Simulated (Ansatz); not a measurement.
Amorphous Si₂₄O₅₁Mo, 76 atoms at 2.19 g/cm³, one PBE-relaxed geometry, zone centre. Methods: PBE, scalar-relativistic without spin-orbit coupling (Ansatz, a first-principles code); r2SCAN, scalar-relativistic without spin-orbit coupling (Ansatz); HSE06, scalar-relativistic without spin-orbit coupling (Ansatz). Plane waves to 420 eV (r2SCAN 500 eV); exact exchange is cut at the cell's faces. At PBE the levels at both edges of the gap are localised (band-tail or defect states), and the nearest spread-out levels lie 5.3 eV apart at the zone centre. The higher rungs were started with moments on some atoms, which died out.

A CHGNet melt-quench gave the starting glass, which DFT then relaxed. O atoms were pushed apart under 1.9 Å during the dynamics, to hinder bonds among them. The hot cell started wider than the set density and was brought back towards it in steps. It is the lowest in DFT energy of 2 quenches. It is a model cell: composition and starting density were chosen by hand, and all elements were melted together. No dispersion term was used. Its density started from a set value of 2.30 and ended at 2.19 g/cm³. The quench (nominally 320 K/ps over its main leg) was far faster than any real one, so the model tends to hold more defects than a real film. A cell of this size samples the disorder only roughly. Volume and shape were free in the relaxation.

The relaxation ran on the zone centre alone. At PBE the gap between localised states is 1.17 eV on a 2×2×2 Γ-centred mesh, and the spacing at the zone centre alone 1.17 eV.

**Question.** What zone-centre spacing does r2SCAN give, roughly?

**Answer.** 1.46 eV (+0.28 eV against PBE).

**Question.** What zone-centre spacing does HSE06 give, roughly?

**Answer.** 2.62 eV (+1.44 eV against PBE).

The highest filled and the lowest empty state spread over these numbers of atoms (participation numbers): PBE: 3.4 and 2.8; r2SCAN: 3.4 and 2.7; HSE06: 3.4 and 2.7.
